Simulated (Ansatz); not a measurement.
Start from ZrSe$_{2}$ in the CdI2 type structure (space group P-3m1, No. 164; a = 3.735 Å, c = 6.032 Å; layered, stacked along the Cartesian z axis).

All numbers come from plane-wave PAW DFT at the PBE-D3(BJ) level (Ansatz, a first-principles code, 420 eV), scalar-relativistic without spin-orbit coupling.

Before the change:

```
Property                        Result
-----------------------------  -------
Shortest interatomic distance  2.684 Å
c/a ratio                        1.615
```

It is then changed as follows: a hydrostatic pressure of 0.7 GPa.

How does this affect the shortest interatomic distance and c/a ratio?

The shortest interatomic distance decreases by 0.005 Å (2.684 Å → 2.679 Å); the c/a ratio shrinks by 0.012 to 1.603.

Load acts through the strain it causes; cell and atoms are relaxed under it. No phonon test of stability was made. All final runs are without spin polarisation.
